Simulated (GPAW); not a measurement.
# Worked example: self-consistent single point of AgCl (Fm-3m, 2 atoms in the cell) in GPAW

Method of the run: PBE, GPAW PAW datasets PBE (gpaw-data 1.0.1) (plane waves; GPAW 25.7.0).

This input was run:

```python
from ase import Atoms
from ase.units import GPa
from gpaw import GPAW

atoms = Atoms(['Ag', 'Cl'],
              cell=[[0.000000, 2.775000, 2.775000],
                    [2.775000, 0.000000, 2.775000],
                    [2.775000, 2.775000, 0.000000]],
              positions=[[0.000000, 0.000000, 0.000000],
                         [2.775000, 2.775000, 2.775000]],
              pbc=True)

calc = GPAW(mode={'name': 'pw', 'ecut': 550},
            xc='PBE',
            kpts={'size': (8, 8, 8), 'gamma': True},
            occupations={'name': 'fermi-dirac', 'width': 0.01},
            nbands=-4,
            convergence={'bands': -2},
            symmetry={'symmorphic': False, 'tolerance': 0.0005},
            maxiter=100)

atoms.calc = calc

energy = atoms.get_potential_energy()
print('Energy (eV):', round(energy, 6))
forces = atoms.get_forces()
print('Forces (eV/Ang):')
print(forces.round(5))
stress = atoms.get_stress()
print('Stress (GPa, Voigt):', (stress / GPa).round(4))
```

Log, with long lists cut:

```
Input parameters:
  convergence: {bands: -2}
  kpts: {gamma: True,
         size: (8, 8, 8)}
  maxiter: 100
  mode: {ecut: 550,
         name: pw}
  nbands: -4
  occupations: {name: fermi-dirac,
                width: 0.01}
  symmetry: {symmorphic: False,
             tolerance: 0.0005}
  xc: PBE

species:
  Ag:
    name: Silver
    Z: 47.0
    valence: 17
    core: 30
    charge: 0.0
    file: Ag.PBE.gz

    # Using partial waves for Ag as LCAO basis

  Cl:
    name: Chlorine
    Z: 17.0
    valence: 7
    core: 10
    charge: 0.0
    file: Cl.PBE.gz

    # Using partial waves for Cl as LCAO basis

Reference energy: -157152.775749  # eV

Spin-paired calculation

Convergence criteria:
 Maximum [total energy] change in last 3 cyles: 0.0005 eV / valence electron
 Maximum integral of absolute [dens]ity change: 0.0001 electrons / valence electron
 Maximum integral of absolute [eigenst]ate change: 4e-08 eV^2 / valence electron
 Maximum number of scf [iter]ations: 100

Symmetries present (total): 48
Symmetries with fractional translations: 0
512 k-points: 8 x 8 x 8 Monkhorst-Pack grid + [1/16,1/16,1/16]
29 k-points in the irreducible part of the Brillouin zone
       k-points in crystal coordinates                weights
   0:     0.00000000    0.00000000    0.00000000          1/512
   1:     0.12500000    0.12500000    0.00000000          6/512
   2:     0.12500000    0.12500000    0.12500000          8/512
   [... 7 lines left out ...]
          ...
  28:     0.50000000    0.50000000    0.50000000          4/512

Wave functions: Plane wave expansion
  Cutoff energy: 550.000 eV
  Number of coefficients (min, max): 1224, 1283
  Pulay-stress correction: 0.000000 eV/Ang^3 (de/decut=0.000000)

Occupation numbers: Fermi-Dirac:
  width: 0.0100  # eV

Eigensolver

Densities:
  Coarse grid: 24*24*24 grid
  Fine grid: 48*48*48 grid
  Total Charge: 0.000000

Density mixing:
  Method: separate
  Backend: pulay
  Linear mixing parameter: 0.05
  old densities: 5
  Damping of long wavelength oscillations: 50

Hamiltonian:
  XC and Coulomb potentials evaluated on a 48*48*48 grid
  External potential:
    NoExternalPotential

XC parameters: PBE with 2 nearest neighbor stencil

Number of atoms: 2
Number of atomic orbitals: 16
Number of bands in calculation: 16
Number of valence electrons: 24
Bands to converge: 14

Density initialized from atomic densities
  16 bands from LCAO basis set

Atomic positions and initial magnetic moments

Positions:
   0 Ag     0.000000    0.000000    0.000000    ( 0.0000,  0.0000,  0.0000)
   1 Cl     2.775000    2.775000    2.775000    ( 0.0000,  0.0000,  0.0000)

Unit cell:
           periodic     x           y           z      points  spacing
  1. axis:    yes    0.000000    2.775000    2.775000    24     0.1335
  2. axis:    yes    2.775000    0.000000    2.775000    24     0.1335
  3. axis:    yes    2.775000    2.775000    0.000000    24     0.1335

  Lengths:   3.924443   3.924443   3.924443
  Angles:   60.000000  60.000000  60.000000

Effective grid spacing dv^(1/3) = 0.1457

     iter     time        total  log10-change:
                         energy   eigst   dens
iter:   1 --:--:--    -5.641078   +0.43
iter:   2 --:--:--    -5.620022   -0.62  -1.54
iter:   3 --:--:--    -5.498208   -1.58  -1.57
iter:   4 --:--:--    -5.501125   -2.66  -1.88
iter:   5 --:--:--    -5.505706c  -2.83  -1.87
iter:   6 --:--:--    -5.495690c  -3.47  -2.52
iter:   7 --:--:--    -5.494060c  -3.36  -2.62
iter:   8 --:--:--    -5.493995c  -4.21  -3.17
iter:   9 --:--:--    -5.494965c  -3.87  -3.35
iter:  10 --:--:--    -5.493990c  -4.06  -3.06
iter:  11 --:--:--    -5.493992c  -5.59  -4.51c
iter:  12 --:--:--    -5.493993c  -6.48  -4.57c
iter:  13 --:--:--    -5.493992c  -7.11  -4.42c
iter:  14 --:--:--    -5.493992c  -8.32c -4.72c

Converged after 14 iterations.

Dipole moment: (0.000000, -0.000000, -0.000000) |e|*Ang

Energy contributions relative to reference atoms: (reference = -157152.775749)

Kinetic:        +11.403371
Potential:      -10.917619
External:        +0.000000
XC:              -6.021063
Entropy (-ST):   -0.000000
Local:           +0.041320
SIC:             +0.000000
--------------------------
Free energy:     -5.493992
Extrapolated:    -5.493992

Showing only first 2 kpts
 Kpt  Band  Eigenvalues  Occupancy
  0    10      1.67395    2.00000
  0    11      1.67395    2.00000
  0    12      4.89781    0.00000
  0    13     14.70833    0.00000

  1    10      2.04744    2.00000
  1    11      2.46148    2.00000
  1    12      5.89243    0.00000
  1    13     13.86042    0.00000

Fermi level: 4.44244

Gap: 0.890 eV
Transition (v -> c):
  (s=0, k=28, n=11, [0.50, 0.50, 0.50]) -> (s=0, k=0, n=12, [0.00, 0.00, 0.00])
Direct/indirect transitions are different
Direct gap: 3.167 eV
Transition at: (s=0, k=2, n=11, [0.12, 0.12, 0.12])
Energy (eV): -5.493992

Forces in eV/Ang:
  0 Ag    0.00000   -0.00000   -0.00000
  1 Cl   -0.00000    0.00000    0.00000

Stress tensor:
    -0.009261     0.000000     0.000000
     0.000000    -0.009261    -0.000000
     0.000000    -0.000000    -0.009261
Stress (GPa, Voigt): [-1.4837 -1.4837 -1.4837 -0.      0.      0.    ]
```

The run converged in 14 iterations. GPAW prints stress with tension positive.

The starting cell has typed, rounded lattice constants, without a prior relaxation at this level.
